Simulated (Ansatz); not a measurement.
# TlSnI$_{3}$ (space group Cmcm, No. 63; a cell from a computed database, its experimental status unchecked)

TlSnI3 has the orthorhombic space group Cmcm (No. 63), Pearson symbol oS20. Conventional cell: a = 4.515 Å, b = 14.675 Å, c = 11.604 Å, α = β = γ = 90.00°. Tl on 4c has 6 I at 3.413–3.535 Å (trigonal prismatic). Sn on 4a sees 6 I at 3.115–3.155 Å (octahedral). I1 on 8f is surrounded by 2 Sn at 3.155 Å and 2 Tl at 3.535 Å. I2 on 4c sees 2 Sn at 3.115 Å and 2 Tl at 3.413 Å. (Neighbours: up to the widest gap in distance over summed covalent radii, below 1.35, at either atom; cation-cation and far metal-metal contacts left out.)
(The calculation used a cell of 10 atoms; values per cell refer to that cell.)

Calculations: plane-wave PAW DFT at the PBEsol level (Ansatz, an electronic-structure program, 420 eV), no spin-orbit coupling, earlier PAW set. k-mesh 8×8×3 (Γ-centred); smearing 0.05 eV (Fermi–Dirac).

- Volume per atom: 38.44 Å³
- Density: 6.08 g/cm³
- Band gap: 1.37 eV, indirect, k = (0.125, 0.125, 0) in the run's primitive reciprocal basis → Y
- Electron mass: 0.16 mₑ along a, 0.35 mₑ along b, 1.5 mₑ along c
- Total energy: -7909.469 eV/atom (σ→0; compares only within this code and set-up)

Spin-orbit coupling, missing from the scalar runs, can matter with I and Tl. Masses are band curvatures over ±0.01 Å⁻¹ around the edge. Stability against distortions was not tested.
